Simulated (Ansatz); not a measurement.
**Hypothetical diamond Mn, pressure series**

Take Mn in the diamond structure (space group Fd-3m, No. 227; a = 4.883 Å; non-magnetic; a hypothetical phase, not in the database extracts checked) as the base.

Cell and atoms are relaxed at each pressure.

Calculations: PBEsol (Ansatz, a first-principles code, PAW, no spin-orbit coupling).

| pressure (GPa) | volume per atom (Å³/atom) |
|---|---|
| -2 | 14.737 |
| -1 | ? |
| 0 | 14.551 |
| 0.3 | 14.525 |
| 0.7 | 14.489 |
| 1.5 | 14.419 |
| 3 | 14.293 |
| 7.5 | 13.945 |
| 10 | 13.769 |

Question: Fit the third-order Birch–Murnaghan form P(V) = (3B₀/2)[(V₀/V)^(7/3) − (V₀/V)^(5/3)]·[1 + (3/4)(B₀′ − 4)((V₀/V)^(2/3) − 1)] (squares taken in P) to the rows shown and predict the withheld row.

Answer: Least squares on the printed values gives V₀ = 14.551 Å³/atom, B₀ = 162 GPa, B₀′ = 4.1; this predicts 14.643 Å³/atom, and the run gives 14.643 Å³/atom, in agreement.

Load acts through the strain it causes; cell and atoms are relaxed under it. No phonon test of stability was made. No other phases were tried under pressure. Starting moments died away, wholly or in part, for the base; another magnetic solution may exist. All final runs are without spin polarisation.
